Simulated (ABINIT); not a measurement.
Input and output of a self-consistent single point for TiIn (P4/mmm, 2 atoms in the cell) (ABINIT).

Method: PBEsol, norm-conserving pseudopotentials (PseudoDojo nc-sr-04 PBEsol standard) (plane waves; ABINIT).

The change in words: lattice scaled by 0.98. Reference geometry:
```
TiIn
1.0
    2.96351     0.00000     0.00000
    0.00000     2.96351     0.00000
    0.00000     0.00000     4.23930
Ti In
1 1
Direct
  0.50000   0.50000   0.50000
  0.00000   0.00000   0.00000
```

Reference input (self-consistent single point, DFT, PBEsol, plane waves, norm-conserving pseudopotentials (PseudoDojo nc-sr-04 PBEsol standard)): pseudos = [Ti.upf, In.upf]; ecut = 42 Ha; occopt = 3; tsmear = 0.00367493 Ha; ngkpt = 15 15 10; nshiftk = 1; shiftk = 0 0 0; potentials = PseudoDojo nc-sr-04 PBEsol standard; nband = 18; kptopt = 1; nstep = 50; tolvrs = 1e-12. This run's input differs from it in these lines:

```diff
@@ -5,5 +5,5 @@
 rprim
-         5.6002241573    0.0000000000    0.0000000000
-         0.0000000000    5.6002241573    0.0000000000
-         0.0000000000    0.0000000000    8.0111235190
+         5.4882200899    0.0000000000    0.0000000000
+         0.0000000000    5.4882200899    0.0000000000
+         0.0000000000    0.0000000000    7.8509011998
 natom 2
```

Output, abridged:

```
--- !BeginCycle
solver: {iscf: 7, nstep: 50, nline: 4, wfoptalg: 0, }
tolerances: {tolvrs: 1.00E-12, }
...

     iter   Etot(hartree)      deltaE(h)  residm     vres2
 ETOT  1  -125.18304158036    -1.252E+02 4.994E-01 1.532E+02
 ETOT  2  -125.54766437422    -3.646E-01 3.111E-01 4.103E+02
 ETOT  3  -125.61333792209    -6.567E-02 3.558E-02 3.710E+00
 ETOT  4  -125.61393858084    -6.007E-04 2.417E-02 2.284E+00
 ETOT  5  -125.61426365967    -3.251E-04 2.015E-02 1.509E-02
   [... 4 lines left out ...]
 ETOT 10  -125.61426716328    -5.346E-11 1.967E-03 4.815E-09
 ETOT 11  -125.61426716329    -8.555E-12 1.736E-03 3.486E-10
 ETOT 12  -125.61426716328     6.068E-12 1.273E-03 1.048E-12
 ETOT 13  -125.61426716328    -2.530E-12 1.486E-03 4.245E-13
 At SCF step   13       vres2   =  4.25E-13 < tolvrs=  1.00E-12 =>converged.

 Cartesian components of stress tensor (hartree/bohr^3)
  sigma(1 1)= -2.25064038E-04  sigma(3 2)=  0.00000000E+00
  sigma(2 2)= -2.25064038E-04  sigma(3 1)=  0.00000000E+00
  sigma(3 3)= -2.07797694E-04  sigma(2 1)=  0.00000000E+00

 ----iterations are completed or convergence reached----

 reduced coordinates (array xred) for    2 atoms
       0.500000000000      0.500000000000      0.500000000000
       0.000000000000      0.000000000000      0.000000000000
 cartesian forces (eV/Angstrom) at end:
    1     -0.00000000000000    -0.00000000000000    -0.00000000000000
    2     -0.00000000000000    -0.00000000000000    -0.00000000000000
 frms,max,avg= 0.0000000E+00 0.0000000E+00   0.000E+00  0.000E+00  0.000E+00 e/A
   [... lines left out ...]
 Fermi (or HOMO) energy (hartree) =   0.38424   Average Vxc (hartree)=  -0.45228
   [... lines left out ...]
total_energy        : -1.25614267163282E+02
total_energy_eV     : -3.41813804207266E+03
band_energy         : -7.93352649398431E+00
...

-Cartesian components of stress tensor (GPa)         [Pressure=  6.4523E+00 GPa]
- sigma(1 1)= -6.62161150E+00  sigma(3 2)=  0.00000000E+00
- sigma(2 2)= -6.62161150E+00  sigma(3 1)=  0.00000000E+00
- sigma(3 3)= -6.11361820E+00  sigma(2 1)=  0.00000000E+00

 Calculation completed.
```

The run converged in 13 iterations. Against the reference run the free energy goes up by 18.0 meV/atom and the pressure goes from -0.82 to 6.45 GPa.

The starting cell comes from a database of computed structures (which also holds hypothetical and non-ambient phases and stackings), without a prior relaxation at this level. Its lattice was rescaled by a random factor within 2.5 % of one. For this run, on top of that: lattice scaled by 0.98. Spin polarisation is off. With a pressure of about 6 GPa the cell is away from its equilibrium volume at this level.

Cost on one core of a shared machine: roughly 10 min.
